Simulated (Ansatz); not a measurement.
A calculation on Ge2Sb2Te5 (P-3m1, No. 164, 9 atoms in the cell; start mp-3534) returned lattice constant a 4.219 Å, lattice parameter c 17.925 Å, equilibrium volume per atom 30.71 Å³/atom.

Which level of theory produced these numbers?
(A) r²SCAN-D4 (Ansatz, an electronic-structure program)
(B) PBE-D3(BJ) (Ansatz)
(C) PBE-D4 (Ansatz)
(D) r²SCAN+rVV10 (Ansatz)

A, r²SCAN-D4 (Ansatz)

The others give: r²SCAN+rVV10 4.213 Å, 17.695 Å, 30.23 Å³/atom; PBE-D3(BJ) 4.233 Å, 17.435 Å, 30.06 Å³/atom; PBE-D4 4.225 Å, 17.398 Å, 29.89 Å³/atom.

Unless a cell is named, each level is at its own relaxed cell (PBE-D3(BJ) 30.06, PBE-D4 29.89, r²SCAN-D4 30.71, r²SCAN+rVV10 30.23 Å³/atom).

Caveats: a distance lies near a switch of the dispersion term, which can move the cell (PBE-D3(BJ), PBE-D4); the relaxation could not lower the start's symmetry, so the cell can be a saddle point above a distorted one (r²SCAN+rVV10, PBE-D3(BJ), PBE-D4, r²SCAN-D4). Ansatz's density-functional and Hartree–Fock values are scalar-relativistic unless marked +SOC, with PAW data made under PBE.

A start named mp-… is a Materials Project structure, which need not be a measured phase.
